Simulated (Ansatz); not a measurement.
Abridged Ansatz (a program for electronic structure) output:

```
Pseudopotential: Li, paw, valence charge 3
Pseudopotential: Sn, paw, valence charge 14
Pseudopotential: I, paw, valence charge 17
Crystal: 9 atoms, lattice volume = 353.406 Å³
Basis set: ecut = 420 eV, 6855 PW (Γ), exchange–correlation on 108×108×108 points (8 copies of the dense FFT grid, shifted against one another)
Bands: 70, of which v1, the nominal top of the filled ones, is band 61 counted from 1 (60 counted from 0)
Symmetry: 48 space group operations
k-points: 20 of 343
Functional: x = pbesol(κ = 0.804, μ = 0.12345679012345678), c = pbesol(β = 0.046)
SCF iter   1: F=—  HF=-50953.582853 eV  |F-HF|=—  |Δ(HF+E_count)|=         —  Δρ=1.97e-3  dr2=1.36e-2  ethr=1.77e-3  ⟨swp⟩=7.0  Hψ=5668  notcnv=0  defer=17
SCF iter   2: F=—  HF=-50953.576727 eV  |F-HF|=—  |Δ(HF+E_count)|=   6.13e-3  Δρ=1.35e-3  dr2=7.09e-3  ethr=1.11e-5  ⟨swp⟩=2.4  Hψ=2772  notcnv=0  defer=45
SCF 1 converged in 9 iterations: F = -50953.575617 eV  dr2 = 3.96e-10
SCF converged after 9 iterations
Free energy (F): -50953.575617 eV
Internal energy: -50953.562757 eV  (E = F + TS)
E sigma→0 (E₀):  -50953.569187 eV
Entropy (-TS):   -0.012860 eV (-1.429 meV/atom)
Fermi energy:    4.150070 eV
--- Forces (eV/Å), atoms counted from 1 ---
  atom   1  Li     0.00000000     0.00000000     0.00000000
  atom   2  Li     0.00000000    -0.00000000     0.00000000
  atom   3  Sn    -0.00000000    -0.00000000     0.00000000
  atom   4  I      0.00078036    -0.00000000    -0.00000000
  atom   5  I     -0.00078036     0.00000000     0.00000000
  atom   6  I      0.00000000     0.00078036     0.00000000
  atom   7  I     -0.00000000    -0.00078036     0.00000000
  atom   8  I      0.00000000    -0.00000000     0.00078036
  atom   9  I      0.00000000     0.00000000    -0.00078036
--- Stress (GPa, compression-positive) ---
        0.002698      -0.000000      -0.000000
        0.000000       0.002698      -0.000000
       -0.000000      -0.000000       0.002698
  P = ⅓ Tr σ = 0.0027 GPa (0.027 kbar)
```

What was computed, and what are the main results?

Li2SnI6, 9 atoms in the cell, with Ansatz, PBEsol, PAW, cutoff 420 eV, spin-orbit coupling left out. The last SCF converged to F = -50953.575617 eV, or -5661.5084 eV per atom, at a pressure of 0.00 GPa. The total energy compares only with runs of the same code, potentials and settings.

Spin-orbit coupling, missing from the scalar runs, can matter with I. No phonon test of stability was made. The final runs are not spin-polarised. The cell was made from Cs2SnI6 by this change: Cs → Li; the result is a hypothetical phase, not in the database extracts checked.
